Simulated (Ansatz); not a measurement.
S on the 1x1 (111) surface of fcc Rh, one in a 2x1 cell, energies for each (12.7 Å²). Energies are against ⅛ S8(g), without zero-point or thermal terms; each row is named by its start.

These are PBE (plane waves to 420 eV, PAW; Ansatz, a first-principles code) values and carry that method's errors.

**Question.** Which site binds most strongly?
(A) hollow Rh-Rh-Rh over Rh at depth 4.4 Å
(B) hollow Rh-Rh-Rh over Rh at depth 2.2 Å

**Answer.** A, hollow Rh-Rh-Rh over Rh at depth 4.4 Å. Adsorption energies: hollow Rh-Rh-Rh over Rh at depth 4.4 Å -1.65 eV; hollow Rh-Rh-Rh over Rh at depth 2.2 Å -1.62 eV.
